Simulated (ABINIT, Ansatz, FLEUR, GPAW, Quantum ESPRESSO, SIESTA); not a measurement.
## One structure in several programs: Mo2N (I4_1/amd, 6 atoms in the cell)

Self-consistent single point.

```
CELL_PARAMETERS angstrom
     -2.14864     2.14864     4.01405
      2.14864    -2.14864     4.01405
      2.14864     2.14864    -4.01405
ATOMIC_POSITIONS crystal
  Mo 0.98696 0.48696 0.50000
  Mo 0.23696 0.23696 0.00000
  Mo 0.76304 0.76304 0.00000
  Mo 0.51304 0.01304 0.50000
  N  0.25000 0.75000 0.50000
  N  0.50000 0.50000 0.00000
```

All programs got the same cell, k-point mesh and kind of occupations (in Ansatz's words: kpoints.mp_grid.grid = 7 7 7; scf.occupations.method = fermi_dirac; scf.occupations.width = 0.0073 Ry); potentials, basis and cutoffs are each program's usual ones.

| code | model | pressure (GPa) | largest force (eV/Å) | k-points | cutoff |
|---|---|---|---|---|---|
| Ansatz | LDA (PW92), PAW files made with PBE | -20.53 | 0.417 | 40 | 30.9 Ry |
| GPAW | LDA (Perdew-Wang 92), GPAW PAW datasets LDA (gpaw-data 1.0.1) | – | 0.488 | 40 | 900 eV |
| FLEUR | LDA (Vosko-Wilk-Nusair), all-electron FLAPW (FLEUR), scalar-relativistic valence | – | 0.438 | 40 | Kmax 4.6 1/bohr |
| SIESTA | LDA PW92, numerical atomic orbitals TZP, PseudoDojo LDA standard norm-conserving potentials (rewritten from UPF to PSML) | -17.84 | 0.214 | 172 | grid 300 Ry |
| Quantum ESPRESSO | LDA (PZ), GBRV 1.5 ultrasoft (LDA) pseudopotentials | -20.55 | 0.412 | 40 | 40 Ry |
| ABINIT | LDA (PW92), norm-conserving pseudopotentials (PseudoDojo nc-sr-04 LDA standard) | -19.85 | 0.391 | 40 | 42 Ha |

A dash marks a value that a program does not give, or that is left out as unsure.

The spread over the programs that give each value: pressure within 2.71 GPa; largest force within 0.274 eV/Å.

The starting cell comes from a database of computed structures (which also holds hypothetical and non-ambient phases and stackings), without a prior relaxation at this level. Its lattice was rescaled by a random factor within 2.5 % of one. On Ansatz's run: Spin polarisation is off. In the base run, with a pressure of about -20 GPa the cell is away from its equilibrium volume at this level.

Problem. Why do the programs differ, and what cannot be compared?

Solution. Differences of this kind can come from the potentials, where these differ, and from what each basis and cutoff leave unconverged. The zero of total energies and Fermi levels follows the potentials and each program's conventions, so they are not compared here. SIESTA uses small atom-centred bases, whose incompleteness enters pressures, forces and empty levels differently from a plane-wave cutoff. FLEUR treats all electrons, but the usual bases taken here (sphere radii, linearisation, local orbitals, empty states) were not tested for convergence, so the values are no reference for the others. Ansatz's pressure is given at a fixed set of plane waves, as the other plane-wave codes print theirs; with its correction for the finite basis it is -20.33 GPa. Ansatz's smearing width was typed in Ry to four decimals, so it matches the others to a few per cent. The pressure of GPAW is left out: its cutoff lies under the one at which its stress was checked. The same LDA comes in different parametrisations, which differ slightly. The programs reduce the same mesh by symmetry to different extents, which changes the work and not the result. In the pressure, SIESTA (by 2.68) lies more than 1 GPa from the median of the plane-wave programs. In the force vectors, SIESTA (by 0.200) lies more than 0.08 eV/Å from the median of the plane-wave programs.

Ansatz is a first-principles code.

Keys are those of Ansatz 0.2.
